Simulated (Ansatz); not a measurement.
The parent structure is BN in the h-BN type structure (space group P6_3/mmc, No. 194; a = 2.500 Å, c = 6.525 Å; layered, stacked along the Cartesian z axis).

All numbers come from r2SCAN+rVV10 (Ansatz, a first-principles code), without spin-orbit coupling, earlier PAW set.

For the base:

* **Band gap**: 4.74 eV
* **Volume per atom**: 8.83 Å³
* **Smallest direct gap**: 5.18 eV

Now apply this change: a hydrostatic pressure of 0.9 GPa.

**Question.** What does the calculation give for the band gap after the change?

**Answer.** The band gap decreases by 0.03 eV to 4.71 eV.

**Question.** What happens to the volume per atom?

**Answer.** The volume per atom shrinks by 0.20 Å³, from 8.83 Å³ to 8.63 Å³.

**Question.** How does this affect the smallest direct gap?

**Answer.** The smallest direct gap falls by 0.07 eV to 5.11 eV.

Load acts through the strain it causes; cell and atoms are relaxed under it. Stability against distortions was not tested.
